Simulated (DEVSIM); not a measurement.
System: Pt/Al2O3/p-Si capacitor, at 300 K.

```csv
layer (left to right),material,thickness (nm),Na (cm⁻³)
1,Al2O3,2.60,-
2,Si,2300,6.5e16
```

Metal gate on the left, work function 5.6 eV. Fixed charge at the semiconductor interface 0 cm⁻² (in units of +e); interface traps 1e11 cm⁻² eV⁻¹, uniform in energy, neutral level at 0.5 of the gap above the valence band.

This is a model device: material constants are rounded textbook-type values typed into the input, and sizes, dopings and lifetimes were drawn at random. Values at 300 K.

```
parameter      Al2O3       Si
-------------  -----  -------
gap (eV)         6.8    1.124
affinity (eV)   1.35     4.05
permittivity       9     11.7
Nc (cm⁻³)          -  2.86e19
Nv (cm⁻³)          -   3.1e19
```

Simulated with DEVSIM: 1D Poisson equation in equilibrium, Boltzmann statistics, complete ionisation; no quantum confinement or tunnelling. Metal contacts follow the ideal Schottky-Mott rule: no Fermi-level pinning, no interface dipoles.

Question: Tabulate band edges, carrier densities and field at 1.1 V on the gate.

Answer: Energies count from the Fermi level of the right contact; mesh points crowd at the junctions.

```csv
x (μm),Ec (eV),Ev (eV),n (cm⁻³),p (cm⁻³),field (V/cm)
0.000,3.150,-3.650,< 1e2,< 1e2,130000
0.0008627,3.161,-3.639,< 1e2,< 1e2,130000
0.001686,3.171,-3.629,< 1e2,< 1e2,130000
0.002551,3.182,-3.618,< 1e2,< 1e2,130000
0.004147,0.497,-0.627,1.3e11,9.2e8,94000
0.006769,0.522,-0.602,4.9e10,2.4e9,92000
0.01229,0.571,-0.553,7.3e9,1.6e10,86000
0.02853,0.697,-0.427,5.5e7,2.1e12,70000
0.05660,0.853,-0.271,130000,8.8e14,42000
0.1100,0.957,-0.167,2400,4.8e16,4600
0.2226,0.965,-0.159,1800,6.5e16,≈ 0
0.5533,0.965,-0.159,1800,6.5e16,≈ 0
1.125,0.965,-0.159,1800,6.5e16,≈ 0
1.699,0.965,-0.159,1800,6.5e16,≈ 0
2.069,0.965,-0.159,1800,6.5e16,≈ 0
2.185,0.965,-0.159,1800,6.5e16,≈ 0
2.245,0.965,-0.159,1800,6.5e16,≈ 0
2.274,0.965,-0.159,1800,6.5e16,≈ 0
2.292,0.965,-0.159,1800,6.5e16,≈ 0
2.298,0.965,-0.159,1800,6.5e16,≈ 0
2.301,0.965,-0.159,1800,6.5e16,≈ 0
2.303,0.965,-0.159,1800,6.5e16,≈ 0
```
